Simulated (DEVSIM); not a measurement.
System: Ni/SiO2/n-GaSb capacitor, at 400 K.

Layer 1 from the left is SiO2, thickness (nm) 19.0. Layer 2 from the left is GaSb, thickness (nm) 6500, Nd (cm⁻³) 8.5e15.

Metal gate on the left, work function 5.1 eV. Fixed charge at the semiconductor interface -1e11 cm⁻² (in units of +e); interface traps 1.6e10 cm⁻² eV⁻¹, uniform in energy, neutral level at 0.5 of the gap above the valence band.

Constants are typed, rounded textbook-type inputs, not results; the design itself was drawn at random and stands for no fabricated device. Values at 300 K; Nc and Nv go as T^1.5, mobilities as T to minus their exponent, the gap by Varshni's rule with the affinity fixed.

SiO2: gap (eV) 9, affinity (eV) 0.9, permittivity 3.9. GaSb: gap (eV) 0.726, affinity (eV) 4.06, permittivity 15.7, Nc (cm⁻³) 2.1e17, Nv (cm⁻³) 1.8e19, Varshni α (eV/K) 0.00042, Varshni β (K) 140.

Simulated with DEVSIM: 1D Poisson equation in equilibrium, Boltzmann statistics, complete ionisation; no quantum confinement or tunnelling. Metal contacts follow the ideal Schottky-Mott rule: no Fermi-level pinning, no interface dipoles.

Question: What does the simulation give for the flat-band voltage?

Answer: flat-band voltage 1.01 V.
